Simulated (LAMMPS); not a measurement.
Simulation of a melt of Cu (fcc) with 75 % of Cu sites Au, 2048 atoms, cooled from 1880 K to 300 K at 1e+12 K/s, at zero pressure.

Computed with classical MD, pair style eam, the elements' _u3.eam files (universal-3 set of Foiles, Baskes and Daw); code LAMMPS.

```yaml
state_found: glass
density: 16.8 g/cm³ (one sample)
volume_per_atom: 16.1 Å³ (one sample)
enthalpy_per_atom: -3.748 eV (one sample)
first peak of g(r), Au-Cu: 2.65 Å, height 5.0
coordination number of Au by Cu: 3.27 (counted to 3.58 Å)
coordination number of Cu by Au: 9.8 (counted to 3.58 Å)
first peak of g(r), Au-Au: 2.83 Å, height 4.2
coordination number of Au by Au: 10.3 (counted to 3.78 Å)
first peak of g(r), Cu-Cu: 2.55 Å, height 3.5
coordination number of Cu by Cu: 1.95 (counted to 3.38 Å)
most common Au-Cu-Cu angle: in the 3° bin centred on 58.5° (mean of all 95°)
most common Au-Cu-Au angle: in the 3° bin centred on 61.5° (mean of all 97°)
most common Au-Au-Cu angle: in the 3° bin centred on 55.5° (mean of all 94°)
mean_frequency_of_the_velocity_spectrum: 2.8 THz
glass transition from the volume curve (two-line fit): about 680 K
energy above the random crystal at 0 K: 0.030 eV/atom
cost: around 24 core-minutes (rough)
```

Potential: the _u3.eam files of the LAMMPS distribution; the Cu file's header cites Foiles et al, Phys Rev B, 33, 7983 (1986).

```
frequency (THz)  spectral density (1/THz), total  spectral density (1/THz), Au  spectral density (1/THz), Cu
---------------  -------------------------------  ----------------------------  ----------------------------
0.03850                                   0.0175                        0.0156                        0.0018
0.1920                                    0.0284                        0.0255                        0.0029
0.3455                                    0.0514                        0.0463                        0.0050
0.4995                                    0.0815                        0.0738                        0.0077
0.6525                                    0.1144                        0.1039                        0.0105
0.8065                                    0.1470                        0.1337                        0.0133
0.9595                                    0.1779                        0.1622                        0.0157
1.113                                     0.2066                        0.1892                        0.0174
1.267                                     0.2330                        0.2144                        0.0186
1.421                                     0.2562                        0.2366                        0.0196
1.575                                     0.2752                        0.2543                        0.0209
1.728                                     0.2886                        0.2660                        0.0226
1.881                                     0.2952                        0.2710                        0.0243
2.035                                     0.2949                        0.2695                        0.0254
2.188                                     0.2887                        0.2628                        0.0259
2.342                                     0.2794                        0.2530                        0.0264
2.495                                     0.2698                        0.2425                        0.0273
2.650                                     0.2612                        0.2325                        0.0287
2.803                                     0.2523                        0.2219                        0.0304
2.957                                     0.2401                        0.2077                        0.0324
3.110                                     0.2224                        0.1871                        0.0353
3.264                                     0.2002                        0.1601                        0.0401
3.417                                     0.1775                        0.1294                        0.0481
3.571                                     0.1583                        0.0994                        0.0588
3.724                                     0.1443                        0.0740                        0.0704
3.877                                     0.1351                        0.0549                        0.0802
4.032                                     0.1290                        0.0420                        0.0870
4.185                                     0.1254                        0.0339                        0.0915
4.338                                     0.1238                        0.0288                        0.0951
4.492                                     0.1233                        0.0251                        0.0982
4.646                                     0.1218                        0.0223                        0.0995
4.800                                     0.1172                        0.0198                        0.0974
4.953                                     0.1086                        0.0173                        0.0913
5.106                                     0.0970                        0.0148                        0.0822
5.260                                     0.0845                        0.0123                        0.0722
5.413                                     0.0725                        0.0100                        0.0625
5.567                                     0.0616                        0.0080                        0.0536
5.721                                     0.0516                        0.0062                        0.0454
5.875                                     0.0425                        0.0047                        0.0378
6.028                                     0.0343                        0.0036                        0.0308
6.181                                     0.0272                        0.0027                        0.0245
6.335                                     0.0213                        0.0021                        0.0192
6.489                                     0.0166                        0.0016                        0.0150
6.643                                     0.0130                        0.0012                        0.0117
6.795                                     0.0100                        0.0009                        0.0090
6.950                                     0.0074                        0.0007                        0.0067
7.103                                     0.0054                        0.0006                        0.0048
7.256                                     0.0039                        0.0005                        0.0034
7.410                                     0.0029                        0.0004                        0.0026
7.564                                     0.0023                        0.0003                        0.0020
```

```
T (K)  volume (Å³/atom)
-----  ----------------
1854             18.075
1801             17.992
1748             17.909
1696             17.859
1643             17.762
1590             17.688
1538             17.639
1485             17.547
1432             17.487
1380             17.399
1327             17.340
1274             17.262
1222             17.192
1169             17.108
1116             17.052
1064             16.980
1011             16.914
958.3            16.852
905.7            16.770
853.0            16.705
800.3            16.636
747.7            16.572
695.0            16.502
642.3            16.440
589.7            16.388
537.0            16.329
484.3            16.280
431.7            16.238
379.0            16.197
326.3            16.156
```
